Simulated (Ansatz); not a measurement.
The starting structures come from a database of crystals and need not be the phases stable at ambient conditions.

 Where the default PAW files enter, the runs use the earlier of Ansatz's two default sets.

Tunnelling through a barrier is set by its complex band structure: the current falls as exp(−2κd) with the smallest κ.

Input:

```
AlNaSe2
1.0
    6.25365     0.00000     0.00000
   -3.03952     5.46530     0.00000
    1.60707     2.73265     5.39056
Na Al Se
2 2 4
Direct
  0.25000   0.25000   0.00000
  0.75000   0.75000   0.00000
  0.75000   0.25000   0.50000
  0.25000   0.75000   0.50000
  0.83167   0.66833   0.50000
  0.16833   0.33167   0.50000
  0.66833   0.16833   0.16334
  0.33167   0.83167   0.83666
```

Space group of this cell: I4/mcm. The cell is taken as given.

Transport runs along the normal of the first two printed cell vectors, the (110) plane of the conventional cell.

The gap is the functional's own, uncorrected, and κ follows it; spin-orbit coupling is left out. Mid-gap values are interpolated between the computed energies.

Task: Predict the band gap and the smallest decay constant κ at mid-gap from PBEsol (Ansatz, a first-principles code).

Result: Gap 2.15 eV on a 6×6×6 mesh; κ = 0.172 1/Å, at the zone centre.
